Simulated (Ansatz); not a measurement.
Take PbI₂ in the CdI2 type structure (space group P-3m1, No. 164; a = 4.439 Å, c = 6.741 Å; layered) as the base.

The values are results of Kohn–Sham DFT with the PBEsol-D3(BJ) functional, run in Ansatz (an electronic-structure program) with PAW and 420 eV plane waves, without spin-orbit coupling, not measurements.

Base values:

The band gap is 1.92 eV and the shortest interatomic distance comes out as 3.184 Å.

Modification: full substitution Pb → Ge, then cell and atoms are relaxed.

Tabulated Pauling electronegativity and covalent radius: Pb 2.33, 1.46 Å; Ge 2.01, 1.20 Å.

Problem. What does the calculation give for the band gap and shortest interatomic distance after the change?

Solution. The band gap drops by 0.25 eV to 1.67 eV; the shortest interatomic distance drops by 0.235 Å to 2.949 Å.

Spin-orbit coupling, missing from the scalar runs, can matter with I and Pb. Whether these cells are dynamically stable was not tested.
